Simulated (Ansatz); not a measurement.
Results of LDA in Ansatz (plane waves, PAW) for Nb4N3 (I4/mmm, No. 139, 7 atoms in the cell; start mp-569167).

Settings: plane-wave cutoff 520 eV, 18×18×18 k mesh, Fermi–Dirac smearing 0.05 eV, no spin polarisation, scalar-relativistic PAW data made under PBE.

Cell (relaxed at this level):

Space group I4/mmm (No. 139); a = 4.337 Å, b = 4.337 Å, c = 8.538 Å, α = 90.00°, β = 90.00°, γ = 90.00°

```json
[
 {"atom": "Nb", "site": "4c", "symmetry": "mmm.", "x": "0.0000", "y": "0.5000", "z": "0.0000"},
 {"atom": "Nb", "site": "4e", "symmetry": "4mm", "x": "0.0000", "y": "0.0000", "z": "0.2525"},
 {"atom": "N", "site": "4d", "symmetry": "-4m2", "x": "0.0000", "y": "0.5000", "z": "0.2500"},
 {"atom": "N", "site": "2a", "symmetry": "4/mmm", "x": "0.0000", "y": "0.0000", "z": "0.0000"}
]
```
(The calculation used a cell of 7 atoms; values per cell refer to that cell.)

Estimate the bulk modulus B0 that the calculation returns.


- bulk modulus B0 = 318 GPa

Note: the run has no spin polarisation, so it can have missed a magnetic state; the bulk modulus is −V dP/dV from two relaxed cells at ±2 % in volume; the relaxation could not lower the start's symmetry, so the cell can be a saddle point above a distorted one.

Static lattice: no zero-point or thermal effects.

A start named mp-… is a Materials Project structure, which need not be a measured phase.

Ansatz is a program for electronic structure.
